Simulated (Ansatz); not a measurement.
Take WS₂ (space group P6_3/mmc, No. 194; a = 3.115 Å, c = 11.772 Å; layered, stacked along the Cartesian z axis) as the base. Axes: x lies along a and z along c of the hexagonal cell.

All numbers come from PBEsol-D3(BJ)/PAW in Ansatz (an electronic-structure program), without spin-orbit coupling.

Before the change:

| Item | Value |
|---|---|
| Valence-band top at Γ | 0.00, -1.26, -1.60 eV |

Modification: the cell is stretched by 1.20 % along x with no lateral relaxation, atoms relaxed at fixed cell.

### Question
How does this affect the energy relative to the base?

### Answer
The energy rises by 2.0 meV/atom.

### Question
How does this affect the valence-band top at Γ?

### Answer
The valence-band top at Γ (three highest levels, from the VBM) goes from 0.00, -1.26, -1.60 eV to 0.00, -1.25, -1.53 eV.

Spin-orbit coupling, missing from the scalar runs, can matter with W. The levels and masses belong to the bands next to the band gap. The cells carry an imposed strain or load. Whether these cells are dynamically stable was not tested.
